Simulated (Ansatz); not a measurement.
Start from PbS in the rock salt structure (space group Fm-3m, No. 225).

```
CELL_PARAMETERS angstrom
      0.00000     3.00452     3.00452
      3.00452     0.00000     3.00452
      3.00452     3.00452     0.00000
ATOMIC_POSITIONS crystal
  S  0.00000 0.00000 0.00000
  Pb 0.50000 0.50000 0.50000
```

The other end (x = 1) is PbTe in the rock salt structure (space group Fm-3m, No. 225): 35.44 Å³/atom, gap 0.83 eV.

The values are results of Ansatz (a program for electronic structure) PBE, scalar-relativistic without spin-orbit coupling, earlier PAW set, not measurements.

Te replaces a fraction x of S; each row is one arrangement (x, atoms in the cell, starting space group or random), fully relaxed.

One change was made to it. Results:

| quantity | base | after |
|---|---|---|
| gap character (in this cell's own zone, which can be folded) | – | direct at T |
| deviation of the volume from the linear (Vegard-type) interpolation | – | -0.1 % |
| mixing energy | – | +30 meV/atom |
| band gap | 0.50 eV | 0.51 eV |

Name the change that was made.
A. x(Te) = 0.25, 8 atoms, R-3m
B. x(Te) = 0.75, 8 atoms, C2/m
C. x(Te) = 0.75, 8 atoms, Cmmm

C, x(Te) = 0.75, 8 atoms, Cmmm. For comparison, the mixing energy in the other runs: x(Te) = 0.75, 8 atoms, C2/m gives +22 meV/atom; x(Te) = 0.25, 8 atoms, R-3m gives +17 meV/atom.

These are small ordered cells, not random alloys; other orderings at the same x differ. Spin-orbit coupling, missing from the scalar runs, can matter with Pb and Te. No phonon test of stability was made. k-point labels follow each cell's own Brillouin zone.
